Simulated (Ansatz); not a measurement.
Start from Hf in the hcp (Mg type) structure (space group P6_3/mmc, No. 194; a = 3.198 Å, c = 5.049 Å; relaxed with 0.1 eV smearing). Axes: x lies along a and z along c of the hexagonal cell.

Method: r2SCAN, PAW, 500 eV (Ansatz, a program for electronic structure; no spin-orbit coupling).

Base values:

| Property | Value |
|---|---|
| Shortest interatomic distance | 3.128 Å |

The change: uniaxial strain ε_xx = −2.00 %, all other strain components held at zero; the atoms relax in the strained cell.

Problem. Predict the new energy relative to the base, stress and shortest interatomic distance.

Solution. The energy rises by 5.5 meV/atom; the stress (xx, yy, zz, yz, xz, xy; compression positive) is (4.0, 1.6, 1.3, 0.0, 0.0, 0.0) GPa; the shortest interatomic distance decreases by 0.0183 Å to 3.109 Å.

Whether these cells are dynamically stable was not tested. All final runs are without spin polarisation.
